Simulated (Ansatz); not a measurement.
## Step by step: reaction energy

Subject: the reaction energy. Reaction: CoSi (P2₁3) + Si (diamond) → CoSi2 (Fm-3m). Negative: the products are lower in energy.

CoSi2 (Fm-3m), 3 atoms in the cell; spin state with PBE: no moments. Conventional cell: a = 5.360 Å, b = 5.360 Å, c = 5.360 Å, α = 90.00°, β = 90.00°, γ = 90.00°.

CoSi (P2₁3), 8 atoms in the cell; spin state with PBE: no moments. Conventional cell: a = b = c = 4.4311 Å, α = β = γ = 90.00°.

Setting: static, neutral cells in Ansatz (PAW) whose structures rest at the PBE level. Ansatz (a first-principles code) runs with its PAW set soft_1. Other levels take these structures. The lattices are those relaxed with PBE, so at other levels the solids can be strained, which adds to the spread. A dispersion term (D3(BJ), or D4 for r2SCAN) was computed beside these levels and is taken off wherever the name lacks it. Space groups of crystals are read within 0.01 Å.

Total energies of the cells in eV, at zero smearing width. They compare only within one column; the weights balance every element.

```json
[
 {"cell": "CoSi2 (Fm-3m)", "atoms": "3", "weight": "+4", "r2SCAN": "-6410.87409", "r2SCAN+D4": "-6411.35557"},
 {"cell": "CoSi (P2₁3)", "atoms": "8", "weight": "−1", "r2SCAN": "-23086.23621", "r2SCAN+D4": "-23087.63943"},
 {"cell": "Si (diamond)", "atoms": "2", "weight": "−2", "r2SCAN": "-1278.12992", "r2SCAN+D4": "-1278.36392"}
]
```

r2SCAN: 4 × (-6410.87409) − (-23086.23621) − 2 × (-1278.12992) = -1.000 eV; dividing by 4 gives -0.25 eV.

r2SCAN+D4: 4 × (-6411.35557) − (-23087.63943) − 2 × (-1278.36392) = -1.055 eV; dividing by 4 gives -0.26 eV.

What follows from the r2SCAN value: Per mole of the reaction as written, -0.250 eV × 96.485 = -24.1 kJ.
